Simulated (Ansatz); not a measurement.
Ansatz (a quantum-chemistry and plane-wave program) run on a sheet of LiBr (8 atoms in the cell): self-consistent single point.

Level of theory: PBE, harder PAW files (source: ansatz) (plane waves; Ansatz).

The change in words: 2 x 2 x 1 supercell, mesh divided and rounded up; kpoints.mp_grid.grid: 9 9 1 → 5 5 1. Reference geometry:
```yaml
crystal:
  lattice:
    - [4.08110, 0.00000, 0.00000]
    - [-2.04055, 3.53434, 0.00000]
    - [0.00000, 0.00000, 14.00000]
  atoms:
    - { symbol: Li, position: [0.66667, 0.33333, 0.50000] }
    - { symbol: Br, position: [0.33333, 0.66667, 0.50000] }
```

Reference input (self-consistent single point, DFT, PBE, plane waves, harder PAW files (source: ansatz)): basis.ecutwfc = 57.3 Ry; kpoints.mp_grid.grid = 9 9 1; hamiltonian.xc = pbe; hamiltonian.pseudopotentials = {kind: paw, source: ansatz}; scf.occupations.method = gaussian; scf.occupations.width = 0.0073 Ry. This run's input differs from it in these lines:

Ansatz 0.2 input:
```diff
@@ -3,8 +3,14 @@
   lattice:
-    - [4.08110300, 0.00000000, 0.00000000]
-    - [-2.04055100, 3.53433900, 0.00000000]
+    - [8.16220600, 0.00000000, 0.00000000]
+    - [-4.08110200, 7.06867800, 0.00000000]
     - [0.00000000, 0.00000000, 14.00000000]
   atoms:
-    - { symbol: Li, position: [0.66666700, 0.33333300, 0.50000000] }
-    - { symbol: Br, position: [0.33333300, 0.66666700, 0.50000000] }
+    - { symbol: Li, position: [0.33333400, 0.16666600, 0.50000000] }
+    - { symbol: Li, position: [0.33333400, 0.66666600, 0.50000000] }
+    - { symbol: Li, position: [0.83333400, 0.16666600, 0.50000000] }
+    - { symbol: Li, position: [0.83333400, 0.66666600, 0.50000000] }
+    - { symbol: Br, position: [0.16666600, 0.33333400, 0.50000000] }
+    - { symbol: Br, position: [0.16666600, 0.83333400, 0.50000000] }
+    - { symbol: Br, position: [0.66666600, 0.33333400, 0.50000000] }
+    - { symbol: Br, position: [0.66666600, 0.83333400, 0.50000000] }
 basis:
@@ -12,3 +18,3 @@
 kpoints:
-  mp_grid: { grid: [9, 9, 1] }
+  mp_grid: { grid: [5, 5, 1] }
 hamiltonian:
```

Log, with long lists cut:

```
SCF iter   1: F=—  HF=-25379.199241 eV  |F-HF|=—  |Δ(HF+E_count)|=         —  Δρ=1.24e-2  dr2=2.93e0  ethr=3.10e-3  ⟨swp⟩=11.8  Hψ=1160  notcnv=0
all-band conjugate gradients solve this SCF's bands
preconditioner: auto → Resta (q_TF=auto, 1.856 Å⁻¹)
SCF iter   2: F=—  HF=-25378.301864 eV  |F-HF|=—  |Δ(HF+E_count)|=   8.97e-1  Δρ=5.19e-3  dr2=4.17e-1  ethr=3.10e-3  ⟨swp⟩=3.2  Hψ=393  notcnv=0  defer=9
   [... lines left out ...]
SCF iter   4: F=—  HF=-25378.303285 eV  |F-HF|=—  |Δ(HF+E_count)|=   2.31e-2  Δρ=3.29e-4  dr2=8.98e-4  ethr=4.75e-5  ⟨swp⟩=2.0  Hψ=322  notcnv=0  defer=9
SCF iter   5: F=—  HF=-25378.305591 eV  |F-HF|=—  |Δ(HF+E_count)|=   2.31e-3  Δρ=7.06e-5  dr2=2.79e-5  ethr=1.12e-6  ⟨swp⟩=2.0  Hψ=311  notcnv=0  defer=9
SCF iter   6: F=—  HF=-25378.305807 eV  |F-HF|=—  |Δ(HF+E_count)|=   2.16e-4  Δρ=4.33e-6  dr2=9.75e-8  ethr=1.25e-10  ⟨swp⟩=15.0  Hψ=1508  notcnv=0
SCF iter   7: F=-25378.305807 eV  HF=-25378.305807 eV  |F-HF|=1.68e-8  |Δ(HF+E_count)|=   2.30e-7  Δρ=3.17e-7  dr2=7.67e-10  ethr=1.22e-10  ⟨swp⟩=6.8  Hψ=876  notcnv=0
SCF 1 converged in 7 iterations: F = -25378.305807 eV  dr2 = 7.67e-10
Free energy (F): -25378.305807 eV
Internal energy: -25378.305807 eV  (E = F + TS)
E sigma→0 (E₀):  -25378.305807 eV
Fermi energy:    -2.196645 eV
--- Forces (eV/Å), atoms counted from 1 ---
  atom   1  Li    -0.00000000     0.00000000     0.00000000
   [... zero for the other atoms too ...]
--- Stress (GPa, compression-positive) ---
        0.862064      -0.000000      -0.000000
       -0.000000       0.862064       0.000000
       -0.000000       0.000000       0.000030
  P = ⅓ Tr σ = 0.5747 GPa (5.747 kbar)
  The stress holds the Pulay correction. Without it, at fixed plane waves, as pw.x and ABINIT print it: P = 0.5741 GPa
```

The run converged in 7 iterations. Against the reference run the free energy is nearly the same (within 1 meV/atom) and the gap on the mesh goes from 5.458 to 5.469 eV.

The starting cell was generated: these elements placed on a structure prototype, without a prior relaxation; it need not be a known phase or ordering of this composition. Its lattice was rescaled in the plane by a random factor within 2.5 % of one. The cutoff lies below the one recommended for these files.

Cost on one core of a shared machine: roughly 30 s.
